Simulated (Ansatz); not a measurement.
We consider LiF (model structure, F-43m, No. 216, 2 atoms in the cell), described by LDA (Ansatz, an electronic-structure program, PAW).

Numerical settings: plane-wave cutoff 520 eV, 14×14×14 k mesh, Fermi–Dirac smearing 0.01 eV, scalar-relativistic PAW data made under PBE.

Computed at the level's own relaxed cell.

```xyz
2
Lattice="0.0000 2.1026 2.1026 2.1026 0.0000 2.1026 2.1026 2.1026 0.0000" Properties=species:S:1:pos:R:3 pbc="T T T"
Li     0.0000     0.0000     0.0000
F      1.0513     1.0513     1.0513
```

Q: List the 5 lowest band energies at Γ above −25 eV (eV, relative to the valence band maximum), grouping those that round alike.

A: At Γ: -19.02, 0.00 (×3), 7.95.

Note: the relaxation could raise the start's symmetry but not lower it, so the cell can be a saddle point.

A model structure was made by putting elements into a prototype or built by hand; it is no filed structure, need not be a known phase, and can be a saddle point held by its symmetry.
